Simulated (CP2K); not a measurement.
Band structure of SrSbPt (P-6m2, 3 atoms in the cell).

```
SrSbPt
1.0
    4.50717     0.00000     0.00000
   -2.25359     3.90332     0.00000
    0.00000     0.00000     4.63998
Sr Sb Pt
1 1 1
Direct
  0.00000   0.00000   0.00000
  0.66667   0.33333   0.50000
  0.33333   0.66667   0.50000
```

Computed with LDA (Pade form), GPW, DZVP-MOLOPT-SR-GTH basis, GTH-PADE potentials (GTH_POTENTIALS) (CP2K 2026.2).

Settings: CUTOFF = 500 Ry; REL_CUTOFF = 60 Ry; SMEAR/METHOD = GAUSSIAN; SIGMA = 0.1 eV; KPOINTS/SCHEME = MACDONALD 6 6 5 0.08333333333 0.08333333333 0; XC_FUNCTIONAL = PADE; Sr/BASIS_SET = DZVP-MOLOPT-SR-GTH-q10; Sr/POTENTIAL = GTH-PADE-q10; Sb/BASIS_SET = DZVP-MOLOPT-SR-GTH-q5; Sb/POTENTIAL = GTH-PADE-q5; Pt/BASIS_SET = DZVP-MOLOPT-SR-GTH-q18; Pt/POTENTIAL = GTH-PADE-q18; METHOD = GPW; EPS_DEFAULT = 1e-11.

The starting cell comes from a database of computed structures (which also holds hypothetical and non-ambient phases and stackings), without a prior relaxation at this level. Spin-orbit coupling is off. Spin polarisation is off. Values carry the incompleteness of an atom-centred basis.

Levels in eV from the Fermi level, bands 13 to 18:
```tsv
point	13	14	15	16	17	18
Γ	-2.24	-2.24	-0.94	1.34	1.34	1.43
M	-2.66	-2.41	-2.40	-0.50	0.29	1.92
K	-2.96	-2.40	-2.29	-1.82	1.01	2.21
A	-2.39	-2.39	-1.71	2.39	2.42	2.42
L	-2.46	-2.34	-1.71	-1.07	-0.51	0.59
H	-2.63	-2.34	-1.92	-1.73	-0.35	0.90
```

Bands cross the Fermi level along this path, so the cell is metallic at this level.

Higher empty bands are left out: an atom-centred basis made for the valence describes them poorly.
